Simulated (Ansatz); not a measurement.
The reference is MgO in the rock salt structure (space group Fm-3m, No. 225; a = 4.2141 Å). Axes: x, y, z lie along the cube axes.

Level of theory: plane-wave PAW DFT at the PBEsol level (Ansatz, a program for electronic structure, 420 eV), no spin-orbit coupling.

Strains are applied to the cell and any free atomic positions relax.

One change was made to it. Results:

```tsv
quantity	base	after
valence-band top at Γ (three highest levels, from the VBM)	0.00, 0.00, 0.00 eV	0.00, 0.00, -0.06 eV
energy relative to the base (free energy F)	0 meV/atom	+6.0 meV/atom
```

Problem. Name the change that was made.
(A) uniaxial strain ε_zz = +1.00 %
(B) uniaxial strain ε_zz = −2.00 %
(C) uniaxial strain ε_zz = −2.50 %
(D) uniaxial strain ε_zz = +2.00 %
(E) uniaxial strain ε_zz = +0.50 %

Solution. C, uniaxial strain ε_zz = −2.50 %. For comparison, the valence-band top at Γ in the other runs: uniaxial strain ε_zz = +2.00 % gives 0.00, -0.04, -0.04 eV; uniaxial strain ε_zz = −2.00 % gives 0.00, 0.00, -0.04 eV; uniaxial strain ε_zz = +0.50 % gives 0.00, -0.01, -0.01 eV; uniaxial strain ε_zz = +1.00 % gives 0.00, -0.02, -0.02 eV.

The levels and masses belong to the bands next to the band gap. Whether these cells are dynamically stable was not tested.
